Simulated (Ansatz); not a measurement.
For SnO2 (model structure, started from the tetragonal ZrO2 type, P4₂/nmc, No. 137, 6 atoms in the cell), PBEsol (Ansatz, a program for electronic structure, PAW) gives:

| Quantity | Result |
|---|---|
| lattice constant a | 3.558 Å |
| lattice parameter c | 5.402 Å |
| cohesive energy | 5.04 eV/atom |
| band gap | 0.93 eV |

**Question.** What does r²SCAN+rVV10 in Ansatz (PAW) give for the same quantities?

**Answer.** 
- lattice constant a: 3.543 Å (drops by 0.4 %)
- lattice parameter c: 5.390 Å (drops by 0.2 %)
- cohesive energy: 4.84 eV/atom (decreases by 0.20 eV/atom)
- band gap: 1.72 eV (grows by 0.79 eV)

Changes are worked out from the printed values.

Unless a cell is named, each level is at its own relaxed cell (PBEsol 11.40, r²SCAN+rVV10 11.27 Å³/atom).

Levels without +SOC leave out spin–orbit coupling, which shifts energies and cells of such heavy elements.

Spin–orbit coupling is included only where a level's name says +SOC; with heavier elements it mostly lowers gaps and can invert bands. Density-functional gaps are differences of (generalised) Kohn–Sham levels.

Ansatz's density-functional and Hartree–Fock values are scalar-relativistic unless marked +SOC, with PAW data made under PBE.

A model structure was made by putting elements into a prototype or built by hand; it is no filed structure, need not be a known phase, and can be a saddle point held by its symmetry.
